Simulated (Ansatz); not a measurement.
Amorphous Si$_{30}$N$_{40}$W, 71 atoms at 3.26 g/cm³, one PBE-relaxed geometry, zone centre. Methods: PBE, scalar-relativistic without spin-orbit coupling (Ansatz, a program for electronic structure); r2SCAN, scalar-relativistic without spin-orbit coupling (Ansatz); HSE06, scalar-relativistic without spin-orbit coupling (Ansatz). Plane waves to 420 eV (r2SCAN 500 eV); exact exchange is cut at the cell's faces. The usual formal charges leave 6 electrons over, so the level spacing at the Fermi energy parts defect or band states and needn't be the band gap. At PBE the levels at both edges of the gap are localised (band-tail or defect states), and the nearest spread-out levels lie 3.1 eV apart at the zone centre. The higher rungs were started with moments on some atoms, which died out.

The cell was made by melting and quenching with the CHGNet potential and then relaxed with DFT. N atoms were pushed apart under 1.9 Å during the dynamics, to hinder bonds among them. The hot cell started wider than the set density and was brought back towards it in steps. It is the lowest in DFT energy of 2 quenches. It is a model cell: composition and starting density were chosen by hand, and all elements were melted together. No dispersion term was used. Its density started from a set value of 3.27 and ended at 3.26 g/cm³. The quench (nominally 300 K/ps over its main leg) was far faster than any real one, so the model tends to hold more defects than a real film. A cell of this size samples the disorder only roughly. Volume and shape were free in the relaxation. On a 2×2×2 Γ-centred mesh force components of up to 0.19 eV/Å stay, since the relaxation ran on the zone centre alone.

The relaxation ran on the zone centre alone. At PBE the level spacing at the Fermi energy is 0.94 eV on a 2×2×2 Γ-centred mesh, and the spacing at the zone centre alone 1.00 eV.

Question: What zone-centre spacing does r2SCAN give, roughly?

Answer: 1.31 eV (+0.31 eV against PBE).

Question: What zone-centre spacing does HSE06 give, roughly?

Answer: 2.23 eV (+1.23 eV against PBE).

The highest filled and the lowest empty state spread over these numbers of atoms (participation numbers): PBE: 3.6 and 4.3; r2SCAN: 3.4 and 3.8; HSE06: 3.4 and 4.2.
